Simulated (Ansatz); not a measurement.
The starting structures come from a database of crystals and need not be the phases stable at ambient conditions.

 Where the default PAW files enter, the runs use the earlier of Ansatz's two default sets.

Tunnelling through a barrier is set by its complex band structure: the current falls as exp(−2κd) with the smallest κ.

Here is the system:

```
AlBaGeH
1.0
    4.38232     0.00000     0.00000
    0.00000     5.25005     0.00000
    2.19116     0.00000     3.79520
Ba Al Ge H
1 1 1 1
Direct
  0.33333   0.90098   0.33333
  0.00000   0.35865   0.00000
  0.66667   0.44726   0.66667
  0.00000   0.02711   0.00000
```

Space group of this cell: P3m1. The cell is taken as given; by r2SCAN its mean pressure is -1.0 GPa.

Transport runs along the normal of the first two printed cell vectors, the (100) plane of the conventional cell.

No gap correction and no spin-orbit coupling; mid-gap values are interpolated between computed energies.

### Question
Give the band gap and the smallest decay constant κ at mid-gap that Ansatz (a first-principles code) with r2SCAN yields.

### Answer
Gap 1.07 eV on a 8×6×8 mesh; κ = 0.096 1/Å, at (0.000, 0.500) of the in-plane reciprocal vectors. At the zone centre, at the nearest computed energy, the slowest state has κ = 0.12 1/Å.
